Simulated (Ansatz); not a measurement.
PrCl₃ (P6₃/m, No. 176; cell taken from a computed entry), treated with r²SCAN+rVV10 (PAW; Ansatz, a first-principles code).

Settings: plane-wave cutoff 500 eV, 6×6×10 k mesh (along the axes of the cell as run), Fermi–Dirac smearing 0.05 eV, spin-polarised start, scalar-relativistic PAW data made under PBE.

Computed at the level's own relaxed cell.

**Question.** Estimate the volume per atom, lattice constant a and c axis length that the calculation returns.

**Answer.** 
- volume per atom = 25.30 Å³/atom
- lattice constant a = 7.423 Å
- c axis length = 4.241 Å

Note: the magnetic order was assumed, not searched for or taken from measurement; the relaxation could not lower the start's symmetry, so the cell can be a saddle point above a distorted one; the 4f shell is treated without U or exact exchange, so its levels and filling can be wrong.

Spin–orbit coupling is not included.

The result took around 14 core-minutes (rough).
